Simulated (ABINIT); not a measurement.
Band structure of BaTiO₃ (Pm-3m, 5 atoms in the cell).

```xyz
5
Lattice="4.0694 0.0000 0.0000 0.0000 4.0694 0.0000 0.0000 0.0000 4.0694" Properties=species:S:1:pos:R:3 pbc="T T T"
Ba     2.0347     2.0347     2.0347
Ti     0.0000     0.0000     0.0000
O      2.0347     0.0000     0.0000
O      0.0000     2.0347     0.0000
O      0.0000     0.0000     2.0347
```

Computed with PBE, PAW (JTH v2.0 PBE PAW) (plane waves; ABINIT).

Settings: pseudos = [Ba.GGA_PBE-JTH.xml, Ti.GGA_PBE-JTH.xml, O.GGA_PBE-JTH.xml]; ecut = 816 eV; pawecutdg = 1633 eV; occopt = 1; ngkpt = 4 4 4; nshiftk = 1; shiftk = 0 0 0; potentials = JTH v2.0 PBE PAW; kptopt = 1; nstep = 60; tolvrs1 = 1e-12; ndtset = 2; getden2 = 1.

The starting cell comes from a database of computed structures (which also holds hypothetical and non-ambient phases and stackings), without a prior relaxation at this level. Its lattice was rescaled by a random factor within 2.5 % of one.

These are the values that this program gave, and no reference: the one-centre exchange-correlation terms come from a truncated expansion.

Question: Predict the gap along the standard path and the places of the band edges.

Answer: The gap along the path is 1.64 eV, from R to Γ; the smallest direct gap on it is 1.82 eV.

Levels in eV from the top of the valence band on the SCF mesh, bands 17 to 24:
```
point     17     18     19     20    21    22    23    24
-----  -----  -----  -----  -----  ----  ----  ----  ----
Γ      -1.02  -0.18  -0.18  -0.18  1.64  1.64  1.64  3.59
X      -1.77  -1.77  -0.70  -0.70  1.77  3.24  3.24  3.59
M      -1.72  -0.89  -0.89  -0.08  3.24  3.24  3.64  4.37
R      -2.41   0.00   0.00   0.00  3.85  3.85  3.85  6.51
```
